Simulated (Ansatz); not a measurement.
Functionals compared on the (0001) surface of hcp Zn in its 1x1 cell, outermost plane spacing 2.54 Å in the ideal cut, in Ansatz (plane waves, PAW). The structure was relaxed with PBE; the other rows are single points on it, each with its references at the same level. Cutoff 420 eV (500 eV for r2SCAN).

Set-up: 5 atoms, 10.2 Å thick at the start (thin: gaps and levels are the slab's own); mesh 16x16x1; 0.1 eV smearing; dipole correction on; all atoms relaxed; held to the start's symmetry, so lower structures may exist; no spin, no spin-orbit, no U. These notes are the PBE run's.

```tsv
functional	surface energy (J/m²)	work function of the top face (eV)	rough cost of the single point
PBE	0.30	3.98	–
LDA	0.42	4.28	about 21 core-seconds (a rough figure)
PBEsol	0.40	4.09	roughly 23 core-seconds
RPBE	0.22	3.84	about 26 core-seconds (a rough figure)
r2SCAN	0.32	4.05	roughly 40 core-seconds
```

Ansatz is a first-principles code.
